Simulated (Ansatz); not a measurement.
Base system: Cu in the fcc (Cu type) structure (space group Fm-3m, No. 225; a = 3.564 Å; relaxed with 0.1 eV smearing). Axes: x, y, z lie along the cube axes.

Level of theory: PBEsol, PAW, 420 eV (Ansatz, a first-principles code; no spin-orbit coupling).

Before the change:

The pressure comes out as 0.0 GPa and the volume per atom comes out as 11.32 Å³.

It is then changed as follows: compressive biaxial strain of 1.50 % in the plane normal to [001], as in epitaxy on a mismatched substrate; the out-of-plane cell vector and the atoms relax.

Task: What happens to the energy relative to the base, pressure and volume per atom?

Result: The energy grows by 2.7 meV/atom; the pressure (mean of the normal stresses, compression positive) goes from zero to 1.8 GPa; the volume per atom falls by 0.112 Å³, from 11.32 Å³ to 11.20 Å³.

No phonon test of stability was made. All final runs are without spin polarisation.
